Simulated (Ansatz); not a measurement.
AlZnNO (model structure, started from the AlSiCN type, P3m1, No. 156, 4 atoms in the cell) was calculated with PBEsol (plane waves, PAW; Ansatz, a program for electronic structure).

Numerical settings: plane-wave cutoff 520 eV, 12×12×8 k mesh (along the axes of the cell as run), Fermi–Dirac smearing 0.01 eV, scalar-relativistic PAW data made under PBE.

Cell (relaxed with PBEsol):

```xyz
4
Lattice="3.1384 0.0000 0.0000 -1.5692 2.7179 0.0000 0.0000 0.0000 5.1453" Properties=species:S:1:pos:R:3 pbc="T T T"
Al     0.0000     1.8119     2.5973
Zn     1.5692     0.9060     5.0805
O      0.0000     1.8119     0.7765
N      1.5692     0.9060     3.1226
```

Q: Give the computed band gap.

A: 
- band gap = 2.25 eV (direct)

Note: the relaxation could raise the start's symmetry but not lower it, so the cell can be a saddle point.

A model structure was made by putting elements into a prototype or built by hand; it is no filed structure, need not be a known phase, and can be a saddle point held by its symmetry.
